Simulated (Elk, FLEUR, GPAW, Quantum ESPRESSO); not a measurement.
GdN (Fm-3m, 2 atoms in the cell) computed with different codes at matched settings

Self-consistent single point.

```
CELL_PARAMETERS angstrom
      0.00000     2.43398     2.43398
      2.43398     0.00000     2.43398
      2.43398     2.43398     0.00000
ATOMIC_POSITIONS crystal
  Gd 0.00000 0.00000 0.00000
  N  0.50000 0.50000 0.50000
```
Moments meant for the start (each program seeds them in its own way; μB, in the order of the atoms Gd N): 7.0 0.0.

Shared settings, as Quantum ESPRESSO writes them: occupations = smearing; smearing = fd; degauss = 0.000734986 Ry; nspin = 2; K_POINTS = automatic 5 5 5 0 0 0. Potentials and cutoffs stand in the table.

```csv
code,model,size of the net moment (μB/atom),cutoff
Elk,"PBE, all-electron FP-LAPW, Elk's shipped species files, APW+lo basis with extra local orbitals",3.50,rgkmax 8
GPAW,"PBE, GPAW PAW datasets PBE (gpaw-data 1.0.1)",3.50,950 eV
Quantum ESPRESSO,"PBE, SSSP 1.1.2 efficiency (PBE) pseudopotentials",3.50,50 Ry
FLEUR,"PBE, all-electron FLAPW (FLEUR), scalar-relativistic valence",3.50,Kmax 3.9 1/bohr
```

On Elk's run: spin-orbit coupling is off. With one magnetic atom in the cell only a parallel order is possible. With U or open f shells several self-consistent states can exist. The f electrons are in the valence without U or exact exchange, which can misplace them near the Fermi level. Spin-orbit terms, which matter for f shells, are left out.

The spread over the programs that give each value: size of the net moment within 0.00 μB/atom.

Elk and FLEUR treat all electrons, but the usual bases taken here (sphere radii, linearisation, local orbitals, empty states) were not tested for convergence, so the values are no reference for the others. 

On the base mesh (6 6 6 0 0 0) the same programs gave: Quantum ESPRESSO pressure 12.30 GPa.

The starting cell has typed, rounded lattice constants, without a prior relaxation at this level. Its lattice was rescaled by a random factor within 2.5 % of one.

Left out of this page: Ansatz (with a known weakness of the program).
